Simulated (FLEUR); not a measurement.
## Short convergence ladders for Ag (Fm-3m, 1 atom in the cell)

```yaml
crystal:
  lattice:
    - [0.00000, 2.05523, 2.05523]
    - [2.05523, 0.00000, 2.05523]
    - [2.05523, 2.05523, 0.00000]
  atoms:
    - { symbol: Ag, position: [0.00000, 0.00000, 0.00000] }
```

Base method: PBE, all-electron FLAPW (FLEUR), scalar-relativistic valence.

Base settings: Kmax = 3.9 1/bohr; GmaxXC = 11.7 1/bohr; xcFunctional = pbe; jspins = 1; l_soc = F; mode = hist; fermiSmearingEnergy = 0.00367493 Htr; mesh (inpgen div1-3) = 10 10 10; inpgen gamma flag = true; Gmax = 11.7 1/bohr.

**The width of Fermi-Dirac smearing**

In this ladder: kpt_div = 16 16 16.

Narrow widths need finer meshes than wide ones, so the last steps can hold mesh noise.

Only quantities that move along the ladder and can be compared are tabulated; pressure and forces are left out, as mesh noise rules them at narrow widths.

| fermiSmearingEnergy | free energy less the last step's (meV/atom) | energy extrapolated to zero width less the last step's (meV/atom) |
|---|---|---|
| 0.0367493 Htr | -545.79 | 131.71 |
| 0.0183747 Htr | -107.67 | 5.14 |
| 0.0110248 Htr | -37.24 | 0.05 |
| 0.00734986 Htr | -15.87 | -0.03 |
| 0.00367493 Htr | -3.20 | -0.19 |
| 0.00183747 Htr | 0.00 | 0.00 |

Widest fermiSmearingEnergy that holds the energy extrapolated to zero width within 1 meV/atom of the last step, with all finer ones: 0.0110248 Htr; the step before is off by 5.1 meV/atom.

Widest fermiSmearingEnergy that holds the free energy within 5 meV/atom: not settled: the last two steps still differ by 3.2 meV/atom, over half the tolerance, so the ladder does not show it.

The extrapolation to zero width removes most of the smearing's effect on the energy.

**The width of Gaussian smearing**

In this ladder: mode = gauss; kpt_div = 16 16 16.

Narrow widths need finer meshes than wide ones, so the last steps can hold mesh noise.

Only quantities that move along the ladder and can be compared are tabulated; pressure and forces are left out, as mesh noise rules them at narrow widths.

```csv
fermiSmearingEnergy,total energy (no entropy term) less the last step's (meV/atom)
0.0367493 Htr,64.62
0.0183747 Htr,15.63
0.0110248 Htr,4.84
0.00734986 Htr,1.64
0.00367493 Htr,0.32
0.00183747 Htr,0.00
```

Widest fermiSmearingEnergy that holds the total energy (no entropy term) within 1 meV/atom of the last step, with all finer ones: 0.00367493 Htr; the step before is off by 1.6 meV/atom.

**The mesh under tetrahedron occupations**

In this ladder: mode = tetra; fermiSmearingEnergy = 0.0001 Htr.

Only quantities that move along the ladder and can be compared are tabulated.

| kpt_div | free energy less the last step's (meV/atom) |
|---|---|
| 6 6 6 | 232.02 |
| 7 7 7 | 169.52 |
| 9 9 9 | 101.67 |
| 11 11 11 | 65.85 |
| 13 13 13 | 44.91 |
| 17 17 17 | 22.77 |
| 21 21 21 | 11.82 |
| 26 26 26 | 4.60 |
| 32 32 32 | 0.00 |

Coarsest kpt_div that holds the free energy within 5 meV/atom: not settled: the last two steps still differ by 4.6 meV/atom, over half the tolerance, so the ladder does not show it.

On the base run: the starting cell has typed, rounded lattice constants, without a prior relaxation at this level. Its lattice was rescaled by up to half a per cent. Values depend on the basis (sphere radii, cutoffs, local orbitals), which need not be converged.

Left out of this page: 4 runs of the series outside the window shown, repeating another row's setting, or not comparable.
